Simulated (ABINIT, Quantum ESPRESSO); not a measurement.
An ABINIT input for a self-consistent single point of Au3S (P6_3/mmc, 8 atoms in the cell) (DFT, LDA (PW92), plane waves, norm-conserving pseudopotentials (PseudoDojo nc-sr-04 LDA standard)):

```
# Au3S, PseudoDojo nc-sr-04 LDA standard
pp_dirpath "./"
pseudos "S.upf, Au.upf"
acell 3*1.0
rprim
        10.8807328412    0.0000000625    0.0000000000
        -5.4403664747    9.4229910210    0.0000000000
         0.0000000000    0.0000000000    8.9156654950
natom 8
ntypat 2
znucl 16 79
typat 1 1 2 2 2 2 2 2
xred
         0.6666666667    0.3333333333    0.2500000000
         0.3333333333    0.6666666667    0.7500000000
         0.3325300000    0.1662650000    0.7500000000
         0.6674700000    0.8337350000    0.2500000000
         0.1662650000    0.3325300000    0.2500000000
         0.8337350000    0.6674700000    0.7500000000
         0.8337350000    0.1662650000    0.7500000000
         0.1662650000    0.8337350000    0.2500000000
ecut 38
ixc 7
occopt 7
tsmear 0.00499791
nband 78
kptopt 1
ngkpt 5 5 5
nshiftk 1
shiftk 0 0 0
nstep 60
tolvrs 1.0e-12
prtwf 0
prtden 0
enunit 2
```

Question: Translate this input to Quantum ESPRESSO.

Answer: One input that does it (others would too):

```fortran
&control
  calculation = 'scf',
  prefix = 'run',
  outdir = './work',
  pseudo_dir = './',
  tprnfor = .true.,
  tstress = .true.,
/
&system
  ibrav = 0,
  nat = 8,
  ntyp = 2,
  ecutwfc = 40,
  ecutrho = 320,
  occupations = 'smearing',
  smearing = 'gauss',
  degauss = 0.0099958,
/
&electrons
  conv_thr = 1.0e-11,
/
ATOMIC_SPECIES
S     32.0600  s_lda_v1.4.uspp.F.UPF
Au   196.9666  au_lda_v1.uspp.F.UPF
CELL_PARAMETERS bohr
  10.880732841     0.000000000     0.000000000
  -5.440366421     9.422991052     0.000000000
   0.000000000     0.000000000     8.915665495
ATOMIC_POSITIONS alat
S     0.500000000    0.288675135    0.204849839
S     0.000000000    0.577350269    0.614549518
Au    0.249397500    0.143989714    0.614549518
Au    0.250602500    0.722035690    0.204849839
Au    0.000000000    0.287979427    0.204849839
Au    0.500000000    0.578045976    0.614549518
Au    0.750602500    0.143989714    0.614549518
Au   -0.250602500    0.722035690    0.204849839
K_POINTS automatic
5 5 5  0 0 0
```

Basis settings and potentials, where a program has them, do not carry over. This input uses DFT, LDA (PZ), plane waves, GBRV 1.5 ultrasoft (LDA) pseudopotentials. LDA parametrisations can differ slightly between programs. Both were run: pressure -3.94 GPa in ABINIT and -3.91 in Quantum ESPRESSO; largest force 0.010 eV/Å in ABINIT and 0.014 in Quantum ESPRESSO.

On Quantum ESPRESSO: the starting cell comes from a database of computed structures (which also holds hypothetical and non-ambient phases and stackings), without a prior relaxation at this level. Its lattice was rescaled by a random factor within 2.5 % of one. With a pressure of about -4 GPa the cell is away from its equilibrium volume at this level. The run gives no clean gap (levels at the Fermi energy touch, overlap or are partly filled at this smearing), which alone does not show that the compound is a metal.

On ABINIT: the starting cell comes from a database of computed structures (which also holds hypothetical and non-ambient phases and stackings), without a prior relaxation at this level. Its lattice was rescaled by a random factor within 2.5 % of one. With a pressure of about -4 GPa the cell is away from its equilibrium volume at this level. The run gives no clean gap (levels at the Fermi energy touch, overlap or are partly filled at this smearing), which alone does not show that the compound is a metal.
